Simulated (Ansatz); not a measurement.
Here is the system:

```
MgF2
1.0
    4.65640     0.00000     0.00000
    0.00000     4.65640     0.00000
    0.00000     0.00000     3.07098
Mg F
2 4
Direct
  0.50000   0.50000   0.50000
  0.00000   0.00000   0.00000
  0.80358   0.19642   0.50000
  0.19642   0.80358   0.50000
  0.30358   0.30358   0.00000
  0.69642   0.69642   0.00000
```

No spin polarisation.

Method: PBEsol/PAW in Ansatz (a first-principles code), scalar-relativistic without spin-orbit coupling. Settings: 7×7×11 k-points, 0.05 eV Fermi–Dirac smearing.

**Question.** What valence-band top at Γ (three highest levels, from the VBM) does the calculation give?

**Answer.** 0.00, -0.32, -0.32 eV.

**Question.** Predict the band gap.

**Answer.** 6.82 eV.

Load acts through the strain it causes; cell and atoms are relaxed under it. Stability against distortions was not tested. The cell was made from MgF₂ in the rutile structure (space group P4_2/mnm, No. 136) by this change: pressure −1 GPa.
